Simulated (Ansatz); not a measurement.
One carrier is added to a cell of amorphous hafnium silicate (Si₂₀O₄₇Hf₄) (71 atoms, 3.20 g/cm³) and the atoms relax from each level's own neutral geometry, in a fixed cell and a uniform background without image correction, with the moment locked at 1 μB. Methods: PBE, scalar-relativistic without spin-orbit coupling (Ansatz, a first-principles code); HSE06, scalar-relativistic without spin-orbit coupling (Ansatz). PBE ran on the zone centre alone, HSE06 on the zone centre alone. The energy gains can hold some annealing of the glass. The usual formal charges leave 2 electrons over, so the level spacing at the Fermi energy parts defect or band states and needn't be the band gap.

Preparation: random packing, a CHGNet melt and quench, and a DFT relaxation. O atoms were pushed apart under 1.9 Å during the dynamics, to hinder bonds among them. The hot cell started wider than the set density and was brought back towards it in steps. It is the lowest in DFT energy of 4 quenches. It is a model cell: composition and starting density were chosen by hand, and all elements were melted together. No dispersion term was used. Its density started from a set value of 3.20 and ended at 3.20 g/cm³. Cooling (nominally 480 K/ps over its main leg) ran many orders faster than in experiment, which tends to leave more defects and strain. A cell of this size samples the disorder only roughly. The volume was held where the preparation left it, at a PBE pressure of 2.4 GPa. Stress components on the final sampling reach 4.4 GPa. Cycles of charging lowered its energy after that relaxation.

Hole at PBE: the carrier's level spreads over 6.9 atoms' worth, with weight 0.34 on its main atom, Si with 3 neighbours, and relaxing gains 1.29 eV.

Question: What does HSE06 find?

Answer: The carrier's level spreads over 7.8 atoms' worth, with weight 0.32 on its main atom, Si with 3 neighbours, and relaxing gains 1.47 eV. Both levels agree on how far it spreads.
